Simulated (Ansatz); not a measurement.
The parent structure is ZnSe in the zinc blende structure (space group F-43m, No. 216; a = 5.634 Å). Axes: x, y, z lie along the cube axes.

Level of theory: plane-wave PAW DFT at the PBEsol level (Ansatz, a quantum-chemistry and plane-wave program, 420 eV), without spin-orbit coupling.

For the base:

The valence-band top at Γ is 0.00, 0.00, 0.00 eV, the shortest interatomic distance comes out as 2.439 Å and the band gap is 1.24 eV.

Perturbation: the cell is stretched by 0.89 % along z with no lateral relaxation, atoms relaxed at fixed cell.

Estimate the effect on the energy relative to the base, valence-band top at Γ, shortest interatomic distance, stress and band gap.

The energy rises by 0.5 meV/atom; the valence-band top at Γ (three highest levels, from the VBM) goes from 0.00, 0.00, 0.00 eV to 0.00, 0.00, -0.03 eV; the shortest interatomic distance rises by 0.0073 Å to 2.447 Å; the stress (xx, yy, zz, yz, xz, xy; compression positive) is (-0.46, -0.46, -0.79, 0.00, 0.00, 0.00) GPa; the band gap decreases by 0.05 eV, from 1.24 eV to 1.19 eV.

The cells carry an imposed strain or load. Stability against distortions was not tested.
